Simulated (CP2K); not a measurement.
A self-consistent single point of InPd (Pm-3m, 2 atoms in the cell) with CP2K.

Method: PBE, GPW, TZVP-MOLOPT-SR-GTH basis, GTH-PBE potentials (GTH_POTENTIALS) (CP2K).

The change in words: lattice scaled by 0.98. Reference geometry:
```
CELL_PARAMETERS angstrom
      3.33110     0.00000     0.00000
      0.00000     3.33110     0.00000
      0.00000     0.00000     3.33110
ATOMIC_POSITIONS crystal
  In 0.00000 0.00000 0.00000
  Pd 0.50000 0.50000 0.50000
```

Reference input (self-consistent single point, DFT PBE, GPW, TZVP-MOLOPT-SR-GTH basis, GTH-PBE potentials (GTH_POTENTIALS)): CUTOFF = 500 Ry; REL_CUTOFF = 50 Ry; SMEAR/METHOD = GAUSSIAN; SIGMA = 0.272 eV; KPOINTS/SCHEME = MONKHORST-PACK 10 10 10; GAMMA_CENTERED = T; XC_FUNCTIONAL = PBE; In/BASIS_SET = TZVP-MOLOPT-SR-GTH-q13; In/POTENTIAL = GTH-PBE-q13; Pd/BASIS_SET = TZVP-MOLOPT-SR-GTH-q18; Pd/POTENTIAL = GTH-PBE-q18; METHOD = GPW. This run's input differs from it in these lines:

```diff
@@ -63,5 +63,5 @@
     &CELL
-      A 3.33110100 0.00000000 0.00000000
-      B 0.00000000 3.33110100 0.00000000
-      C 0.00000000 0.00000000 3.33110100
+      A 3.26447900 0.00000000 0.00000000
+      B 0.00000000 3.26447900 0.00000000
+      C 0.00000000 0.00000000 3.26447900
       PERIODIC XYZ
```

Output (repeated stretches shortened):

```
 SCF WAVEFUNCTION OPTIMIZATION

  Step     Update method      Time    Convergence         Total energy    Change
     1 NoMix/Diag. 0.20E+00      -     0.87467786      -183.9611539249 -1.84E+02
     2 Broy./Diag. 0.20E+00      -     0.13871747      -186.4885484232 -2.53E+00
     3 Broy./Diag. 0.20E+00      -     0.04872731      -184.3247148588  2.16E+00
     4 Broy./Diag. 0.20E+00      -     0.01887260      -183.6086210891  7.16E-01
     5 Broy./Diag. 0.20E+00      -     0.00939359      -183.4395161789  1.69E-01
     6 Broy./Diag. 0.20E+00      -     0.00311038      -183.6166923881 -1.77E-01
   [... 4 lines left out ...]
    11 Broy./Diag. 0.20E+00      -     0.00003221      -183.6090376726  6.86E-05
    12 Broy./Diag. 0.20E+00      -     0.00000024      -183.6088969010  1.41E-04
    13 Broy./Diag. 0.20E+00      -     0.00000037      -183.6088970675 -1.66E-07
    14 Broy./Diag. 0.20E+00      -     2.5171E-09      -183.6088978044 -7.37E-07
  *** SCF run converged in    14 steps ***

  Overlap energy of the core charge distribution:               0.00000000000056
  Self energy of the core charge distribution:               -312.87466988229352
  Core Hamiltonian energy:                                     81.17229095002972
  Hartree energy:                                              68.26050380295035
  Exchange-correlation energy:                                -20.16605081243018
  Smearing free energy correction:                             -0.00097186265822
  Fermi energy:                                                 0.45605529363204

  Total energy:                                              -183.60889780439942
  Total energy (extrapolated to sigma->0):                   -183.60841187307031

   [... lines left out ...]

 STRESS| Analytical stress tensor [bar]
 STRESS|                        x                   y                   z
 STRESS|      x        6.10710959758E+04  -7.40005680220E-06  -7.40442859188E-06
 STRESS|      y       -7.40005680220E-06   6.10713237886E+04  -7.38118244469E-06
 STRESS|      z       -7.40442859188E-06  -7.38118244469E-06   6.10715732888E+04
 STRESS| 1/3 Trace                                             6.10713310178E+04
```

The run converged in 14 iterations. Against the reference run the free energy goes up by 14.8 meV/atom and the pressure goes from -1.27 to 6.11 GPa.

The starting cell comes from a database of computed structures (which also holds hypothetical and non-ambient phases and stackings), without a prior relaxation at this level. Its lattice was rescaled by a random factor within 2.5 % of one. For this run, on top of that: lattice scaled by 0.98. Spin polarisation is off. Values carry the incompleteness of an atom-centred basis. With a pressure of about 6 GPa the cell is away from its equilibrium volume at this level.

Cost on one core of a shared machine: roughly 3 min.
